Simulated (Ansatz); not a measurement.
AlP(110) slab, cut from zinc-blende AlP: Al48P48, 6 atomic planes, area 173 Å², cell height 21.8 Å with vacuum; both faces free, started from the bulk cut, in-plane cell fixed at 1.004 times the relaxed lattice. These are PBE (plane waves, PAW; Ansatz, a quantum-chemistry and plane-wave program) values and carry that method's errors. Mean temperature 811 K, 6.1 ps sampled after 2.4 ps of Langevin dynamics; k-points: Γ only; no spin polarisation or spin-orbit coupling. So thin a slab has no true bulk in its middle, and the cell admits only reconstructions that fit it.

| plane (from the bottom) | atoms | start height (Å) | mean height (Å) | spread of site heights (Å) | rms motion, normal (Å) | rms motion, in plane (Å) | in-plane shift from the start (Å) | coordination |
|---|---|---|---|---|---|---|---|---|
| 1 | Al8P8 | -4.89 | -4.75 | 0.32 | 0.16 | 0.16 | 0.23 | 3.0 |
| 2 | Al8P8 | -2.93 | -2.97 | 0.06 | 0.16 | 0.13 | 0.10 | 4.0 |
| 3 | Al8P8 | -0.98 | -0.98 | 0.04 | 0.13 | 0.12 | 0.08 | 4.0 |
| 4 | Al8P8 | 0.98 | 0.98 | 0.04 | 0.13 | 0.14 | 0.08 | 4.0 |
| 5 | Al8P8 | 2.93 | 2.97 | 0.06 | 0.14 | 0.14 | 0.10 | 4.0 |
| 6 | Al8P8 | 4.89 | 4.75 | 0.33 | 0.18 | 0.16 | 0.23 | 3.0 |

| Item | Result |
|---|---|
| outer plane spacing | 1.77 Å against 1.96 Å at the start (-9 %) |
| normal motion of the outer planes over that of the middle | 1.3 |
| in-plane diffusion | none seen within 6.1 ps |
| coordination in the top plane | 3-fold 100 % |
| mean vibrational (phonon) frequency | 8.4 THz |

A denser in-plane k-mesh moves the forces of one frame by 0.01 eV/Å rms. Bonds are counted up to Al-P 2.99 Å; heights count from the centre of mass.
